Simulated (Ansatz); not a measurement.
The starting structures come from a database of crystals and need not be the phases stable at ambient conditions.

 Where the default PAW files enter, the runs use the earlier of Ansatz's two default sets.

Here is the system:

```xyz
16
Lattice="3.9118 0.0000 0.0000 0.0000 6.3080 0.0000 0.0000 0.0000 6.8932" Properties=species:S:1:pos:R:3 pbc="T T T"
Ba     0.0000     2.2356     5.1751
Ba     0.0000     4.0724     1.7286
H      1.9559     4.3890     4.1944
H      1.9559     1.9190     0.7478
H      1.9559     0.0916     4.0422
H      1.9559     6.2164     0.5957
H      3.1220     5.5220     5.5876
H      0.7898     0.7859     2.1410
H      0.7898     5.5220     5.5876
H      3.1220     0.7859     2.1410
O      0.0000     5.0018     5.9547
O      0.0000     1.3062     2.5081
O      1.9559     2.7498     0.2370
O      1.9559     3.5582     3.6836
O      1.9559     0.1929     5.0100
O      1.9559     6.1151     1.5634
```

Space group of this cell: Pmc2_1. The cell was relaxed by PBE-D3(BJ); by r2SCAN its mean pressure is -0.9 GPa.

Transport runs along the normal of the first two printed cell vectors.

The gap is the functional's own. No spin-orbit coupling. Mid-gap values are interpolated on the energy grid.

### Question
Compute, with r2SCAN (Ansatz, a quantum-chemistry and plane-wave program), the band gap and the smallest decay constant κ at mid-gap.

### Answer
Gap 4.93 eV on a 8×6×6 mesh; κ = 0.424 1/Å, at the zone centre.
